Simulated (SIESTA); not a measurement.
Band structure of V3Sn (Pm-3n, 8 atoms in the cell).

```
V3Sn
1.0
    4.81661     0.00000     0.00000
    0.00000     4.81661     0.00000
    0.00000     0.00000     4.81661
V Sn
6 2
Direct
  0.50000   0.25000   0.00000
  0.50000   0.75000   0.00000
  0.25000   0.00000   0.50000
  0.75000   0.00000   0.50000
  0.00000   0.50000   0.25000
  0.00000   0.50000   0.75000
  0.50000   0.50000   0.50000
  0.00000   0.00000   0.00000
```

Method: LDA PW92, numerical atomic orbitals DZP, PseudoDojo LDA standard norm-conserving potentials (rewritten from UPF to PSML) in SIESTA 5.4.2.

Settings: XC.functional = LDA; XC.authors = PW92; potentials = PseudoDojo LDA standard; PAO.BasisSize = DZP; PAO.EnergyShift = 0.01 Ry; MeshCutoff = 400 Ry; kgrid.MonkhorstPack = 5 5 5; OccupationFunction = FD; ElectronicTemperature = 100 meV; MaxSCFIterations = 150; SCF.Mixer.Method = Pulay; SCF.Mixer.Weight = 0.25; SCF.Mixer.History = 8; SCF.DM.Tolerance = 1.0E-04.

The starting cell comes from a database of computed structures (which also holds hypothetical and non-ambient phases and stackings), without a prior relaxation at this level. Its lattice was rescaled by a random factor within 2.5 % of one. Spin polarisation is off. Values carry the incompleteness of an atom-centred basis.

Levels in eV from the Fermi level, bands 51 to 56:
```tsv
point	51	52	53	54	55	56
Γ	-0.48	-0.48	-0.12	-0.12	1.63	1.63
X	-0.70	-0.70	-0.45	-0.45	1.12	1.12
M	0.06	0.24	0.24	0.47	0.47	0.53
R	0.00	0.00	0.00	0.00	0.14	0.14
```

Bands cross the Fermi level along this path, so the cell is metallic at this level.

Higher empty bands are left out: an atom-centred basis made for the valence describes them poorly.
